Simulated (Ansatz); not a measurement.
## SnO: response to strain

Base system: SnO in the litharge type structure (space group P4/nmm, No. 129; a = 3.7701 Å, c = 4.5599 Å; layered, stacked along the Cartesian z axis). Axes: x, y, z lie along a, b, c of the conventional cell.

Strains are applied to the cell and any free atomic positions relax; under biaxial strain the out-of-plane vector relaxes too.

Calculations: DFT with PBEsol-D3(BJ), PAW potentials and a 420 eV plane-wave cutoff in Ansatz (a program for electronic structure), spin-orbit coupling left out.

Problem. Only one of these has a band gap. Which?
(A) uniaxial strain ε_xx = +3.17 %
(B) biaxial strain −2.87 %, plane normal [001], relaxed out of plane
(C) isotropic strain −1.78 %
(D) isotropic strain +4.54 %

Solution. D, isotropic strain +4.54 %. Computed: biaxial strain −2.87 %, plane normal [001], relaxed out of plane: zero; uniaxial strain ε_xx = +3.17 %: zero; isotropic strain −1.78 %: zero; isotropic strain +4.54 %: 0.54 eV

Without a gap, meshes like the base's 12×12×10 leave anisotropic stresses uncertain by several tenths of a GPa, and small strain energies with them. No phonon test of stability was made. The final runs are not spin-polarised. The zero or small gap of SnO can change with the level of theory.
